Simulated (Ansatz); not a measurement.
The parent structure is SnO₂ in the rutile structure (space group P4_2/mnm, No. 136; a = 4.7692 Å, c = 3.2120 Å).

Calculations: plane-wave PAW DFT at the PBEsol level (Ansatz, a program for electronic structure, 420 eV), no SOC.

Before the change:

| Item | Value |
|---|---|
| Shortest interatomic distance | 2.066 Å |
| Electron mass | 0.17 mₑ along c, 0.19 mₑ across (at Γ) |
| Hole mass | 1.7 mₑ along c, 1.3 mₑ across (at Γ) |

One thing is altered: cell and atoms relaxed at a pressure of 4.5 GPa.

Task: Estimate the effect on the shortest interatomic distance.

Result: The shortest interatomic distance shrinks by 0.022 Å to 2.044 Å.

Task: What does the calculation give for the mean gap deformation potential ΔEg/Δln V after the change?

Result: The mean gap deformation potential ΔEg/Δln V amounts to -10.3 eV.

Task: What does the calculation give for the electron mass after the change?

Result: The electron mass becomes 0.18 mₑ along c, 0.20 mₑ across (at Γ) (base: 0.17 mₑ along c, 0.19 mₑ across (at Γ)).

Task: What does the calculation give for the hole mass after the change?

Result: The hole mass goes from 1.7 mₑ along c, 1.3 mₑ across (at Γ) to 1.7 mₑ along c, 1.2 mₑ across (at Γ).

Load acts through the strain it causes; cell and atoms are relaxed under it. Effective masses come from finite differences of ±0.01 Å⁻¹. Whether these cells are dynamically stable was not tested.
